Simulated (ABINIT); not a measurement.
ABINIT run on Rb (Im-3m, 1 atom in the cell): self-consistent single point.

Method of the run: PBE, PAW (JTH v2.0 PBE PAW) (plane waves; ABINIT).

```yaml
crystal:
  lattice:
    - [-2.78262, 2.78262, 2.78262]
    - [2.78262, -2.78262, 2.78262]
    - [2.78262, 2.78262, -2.78262]
  atoms:
    - { symbol: Rb, position: [0.00000, 0.00000, 0.00000] }
```

Reference input (self-consistent single point, DFT, PBE, plane waves, PAW (JTH v2.0 PBE PAW)): pseudos = [Rb.GGA_PBE-JTH.xml]; ecut = 20 Ha; pawecutdg = 40 Ha; occopt = 7; tsmear = 0.272 eV; ngkpt = 11 11 11; nshiftk = 1; shiftk = 0 0 0; potentials = JTH v2.0 PBE PAW; nband = 10; kptopt = 1; nstep = 50. This run's input differs from it in these lines:

```diff
@@ -19,3 +19,3 @@
 kptopt 1
-ngkpt 11 11 11
+ngkpt 6 6 6
 nshiftk 1
```

Output, abridged:

```
--- !BeginCycle
solver: {iscf: 17, nstep: 50, nline: 4, wfoptalg: 10, }
tolerances: {tolvrs: 1.00E-12, }
...

     iter   Etot(hartree)      deltaE(h)  residm     nres2
 ETOT  1  -24.358266973704    -2.436E+01 4.526E-02 9.823E-02
 ETOT  2  -24.382466065134    -2.420E-02 1.637E-03 7.561E-02
 ETOT  3  -24.382311053619     1.550E-04 7.091E-04 2.590E-02
 ETOT  4  -24.382266620762     4.443E-05 7.966E-05 2.187E-03
 ETOT  5  -24.382277931412    -1.131E-05 1.989E-05 9.603E-04
   [... 5 lines left out ...]
 ETOT 11  -24.382274230414    -4.057E-12 7.299E-07 4.963E-10
 ETOT 12  -24.382274230412     1.180E-12 9.827E-07 2.870E-11
 ETOT 13  -24.382274230412     1.741E-13 5.568E-07 3.920E-12
 ETOT 14  -24.382274230412    -1.066E-14 7.691E-07 6.566E-13
 At SCF step   14       nres2   =  6.57E-13 < tolvrs=  1.00E-12 =>converged.

 Cartesian components of stress tensor (hartree/bohr^3)
  sigma(1 1)= -6.63979845E-06  sigma(3 2)=  0.00000000E+00
  sigma(2 2)= -6.63979845E-06  sigma(3 1)=  0.00000000E+00
  sigma(3 3)= -6.63979845E-06  sigma(2 1)=  0.00000000E+00

 ----iterations are completed or convergence reached----

 reduced coordinates (array xred) for    1 atoms
       0.000000000000      0.000000000000      0.000000000000
 cartesian forces (eV/Angstrom) at end:
    1     -0.00000000000000    -0.00000000000000    -0.00000000000000
 frms,max,avg= 0.0000000E+00 0.0000000E+00   0.000E+00  0.000E+00  0.000E+00 e/A
 length scales=  9.107814507300  9.107814507300  9.107814507300 bohr
              =  4.819647857329  4.819647857329  4.819647857329 angstroms
   [... lines left out ...]
 Fermi (or HOMO) energy (hartree) =  -0.00389   Average Vxc (hartree)=  -0.20865
 Fermi (or HOMO) energy (eV) =  -0.10573   Average Vxc (eV)=  -5.67757
   [... lines left out ...]
'-kT*entropy'       : -1.52955988886735E-03
total_energy        : -2.43822734173055E+01
total_energy_eV     : -6.63475401337774E+02
...

-Cartesian components of stress tensor (GPa)         [Pressure=  1.9535E-01 GPa]
- sigma(1 1)= -1.95349582E-01  sigma(3 2)=  0.00000000E+00
- sigma(2 2)= -1.95349582E-01  sigma(3 1)=  0.00000000E+00
- sigma(3 3)= -1.95349582E-01  sigma(2 1)=  0.00000000E+00

 Calculation completed.
```

The run converged in 14 iterations. 

The starting cell has typed, rounded lattice constants, without a prior relaxation at this level. Its lattice was rescaled by a random factor within 2.5 % of one.

These are the values that this program gave, and no reference: the one-centre exchange-correlation terms come from a truncated expansion.
